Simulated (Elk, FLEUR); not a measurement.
An Elk input for a self-consistent single point of InP (F-43m, 2 atoms in the cell) (DFT, PBE, all-electron FP-LAPW, Elk's shipped species files, APW+lo basis with extra local orbitals):

```
tasks
  0

xctype
  20

rgkmax
  7.5

gmaxvr
  14.0

nxlo
  2

lorbcnd
  .true.

rmtscf
  0.96

lmaxi
  2

swidth
  0.000367493

maxscl
  100

avec
    0.0000000000    5.6894343482    5.6894343482
    5.6894343482    0.0000000000    5.6894343482
    5.6894343482    5.6894343482    0.0000000000

sppath
  'species/'

atoms
  2
  'In.in'
  1
  0.0000000000  0.0000000000  0.0000000000    0.0 0.0 0.0
  'P.in'
  1
  0.2500000000  0.2500000000  0.2500000000    0.0 0.0 0.0

ngridk
  5 5 5
```

**Question.** Translate this input to FLEUR.

**Answer.** This is the input that was run; spellings and numerical settings could be chosen otherwise.

Input of the input generator:

```
InP crystal
&input film=f /
-0.0000000000 0.7071067812 0.7071067812
0.7071067812 0.0000000000 0.7071067812
0.7071067812 0.7071067812 0.0000000000
8.0460752175
1.0 1.0 1.0

2
49 0.0000000000 0.0000000000 0.0000000000
15 0.2500000000 0.2500000000 0.2500000000

&comp jspins=1 /
&kpt div1=5 div2=5 div3=5 /
&end /
```

```xml
<?xml version="1.0" encoding="UTF-8" standalone="no"?>
<fleurInput fleurInputVersion="0.39">
   <comment>
      InP crystal                                                                                         
   </comment>
   <calculationSetup>
      <cutoffs Kmax="4.0" Gmax="20.0" GmaxXC="20.0" numbands="0"/>
      <scfLoop itmax="100" minDistance="0.00001" maxIterBroyd="15" imix="Anderson" alpha="0.05" precondParam="0.0" spinf="2.0"/>
      <coreElectrons ctail="T" frcor="F" kcrel="0" coretail_lmax="0"/>
      <xcFunctional name="pbe" relativisticCorrections="F"/>
      <magnetism jspins="1"/>
      <soc l_soc="F" theta="0.0" phi="0.0" spav="F"/>
      <expertModes spex="0" secvar="F"/>
      <geometryOptimization l_f="T" forcealpha="1.0" forcemix="BFGS" epsdisp="0.00001" epsforce="0.00001"/>
      <ldaU l_linMix="F" mixParam="0.05" spinf="1.0"/>
   </calculationSetup>
   <cell>
      <bzIntegration valenceElectrons="32.0" mode="hist" fermiSmearingEnergy="0.00036749">
         <kPointListSelection listName="default-1"/>
         <!-- k-points included here -->
         <xi:include xmlns:xi="http://www.w3.org/2001/XInclude" href="kpts.xml"> </xi:include>
      </bzIntegration>
      <!-- symmetry operations included here -->
      <xi:include xmlns:xi="http://www.w3.org/2001/XInclude" href="sym.xml"> </xi:include>
      <bulkLattice scale="1.0">
         <bravaisMatrix>
            <row-1>    0.0000000000000000     5.6894343483395158     5.6894343483395158</row-1>
            <row-2>    5.6894343483395158     0.0000000000000000     5.6894343483395158</row-2>
            <row-3>    5.6894343483395158     5.6894343483395158     0.0000000000000000</row-3>
         </bravaisMatrix>
      </bulkLattice>
   </cell>
   <atomSpecies>
      <species name="Indium (In)" element="In" atomicNumber="49">
         <mtSphere radius="2.49" gridPoints="823" logIncrement="0.016"/>
         <atomicCutoffs lmax="7" lnonsphr="5"/>
         <electronConfig flipSpins="F">
            <coreConfig>(1s1/2) (2s1/2) (2p1/2) (2p3/2) (3s1/2) (3p1/2) (3p3/2) (3d3/2) (3d5/2)</coreConfig>
            <valenceConfig>(4s1/2) (4p1/2) (4p3/2) (5s1/2) (4d3/2) (4d5/2) (5p1/2) (5p3/2)</valenceConfig>
            <stateOccupation state="(5p1/2)" spinUp="0.1666666666667" spinDown="0.1666666666667"/>
            <stateOccupation state="(5p3/2)" spinUp="0.3333333333333" spinDown="0.3333333333333"/>
         </electronConfig>
         <energyParameters s="5" p="5" d="4" f="4"/>
         <lo type="SCLO" l="0" n="4" eDeriv="0"/>
         <lo type="SCLO" l="1" n="4" eDeriv="0"/>
         <lo type="SCLO" l="1" n="4" eDeriv="1"/>
         <lo type="SCLO" l="2" n="4" eDeriv="2"/>
         <lo type="SCLO" l="3" n="4" eDeriv="2"/>
      </species>
      <species name="Phosphorous (P)" element="P" atomicNumber="15">
         <mtSphere radius="2.06" gridPoints="685" logIncrement="0.017"/>
         <atomicCutoffs lmax="6" lnonsphr="4"/>
         <electronConfig flipSpins="F">
            <coreConfig>(1s1/2) (2s1/2)</coreConfig>
            <valenceConfig>(2p1/2) (2p3/2) (3s1/2) (3p1/2) (3p3/2)</valenceConfig>
            <stateOccupation state="(3p1/2)" spinUp="0.5" spinDown="0.5"/>
            <stateOccupation state="(3p3/2)" spinUp="1.0" spinDown="1.0"/>
         </electronConfig>
         <energyParameters s="3" p="3" d="3" f="4"/>
         <lo type="SCLO" l="1" n="2" eDeriv="0"/>
         <lo type="SCLO" l="0" n="3" eDeriv="2"/>
         <lo type="SCLO" l="2" n="3" eDeriv="2"/>
         <lo type="SCLO" l="3" n="4" eDeriv="2"/>
      </species>
   </atomSpecies>
   <atomGroups>
      <atomGroup species="Indium (In)">
         <relPos label="                   1">.0000000000 .0000000000 .0000000000</relPos>
         <force calculate="T" relaxXYZ="TTT"/>
      </atomGroup>
      <atomGroup species="Phosphorous (P)">
         <relPos label="                   2">1.000/4.000 1.000/4.000 1.000/4.000</relPos>
         <force calculate="T" relaxXYZ="TTT"/>
      </atomGroup>
   </atomGroups>
   <output dos="F" band="F" slice="F">
      <checks vchk="F" cdinf="F"/>
      <bandDOS minEnergy="-.5*Htr" maxEnergy="0.5*Htr" sigma="0.015" storeEVData="T"/>
      <vacuumDOS vacdos="F" integ="F" star="F" nstars="0" locx1="0.0" locy1="0.0" locx2="0.0" locy2="0.0" nstm="0" tworkf="0.0"/>
      <unfoldingBand unfoldBand="F" supercellX="1" supercellY="1" supercellZ="1"/>
      <plotting iplot="0" polar="F">
         <plot TwoD="T" vec1="  1.0  0.0  0.0" vec2="  0.0  1.0  0.0" vec3="  0.0  0.0  1.0" zero="  0.0  0.0  0.0" file="plot"/>
      </plotting>
      <chargeDensitySlicing numkpt="0" minEigenval="0.0" maxEigenval="0.0" nnne="0" pallst="F"/>
      <specialOutput eonly="F"/>
      <magneticCircularDichroism mcd="F" energyLo="-10.0" energyUp="0.0"/>
   </output>
  <!-- We include the file relax.xml here to enable relaxations (see documentation) -->
  <xi:include xmlns:xi="http://www.w3.org/2001/XInclude" href="relax.xml"> <xi:fallback/> </xi:include>
</fleurInput>
```

Basis settings and potentials, where a program has them, do not carry over. This input uses DFT, PBE, all-electron FLAPW (FLEUR), scalar-relativistic valence. Both were run: gap on the mesh 0.224 eV in Elk and 0.264 in FLEUR.

On FLEUR: the starting cell comes from a database of computed structures (which also holds hypothetical and non-ambient phases and stackings), without a prior relaxation at this level. Its lattice was rescaled by a random factor within 2.5 % of one. Values depend on the basis (sphere radii, cutoffs, local orbitals), which need not be converged.

On Elk: the starting cell comes from a database of computed structures (which also holds hypothetical and non-ambient phases and stackings), without a prior relaxation at this level. Its lattice was rescaled by a random factor within 2.5 % of one. Values depend on the basis (sphere radii, cutoffs, local orbitals), which need not be converged.
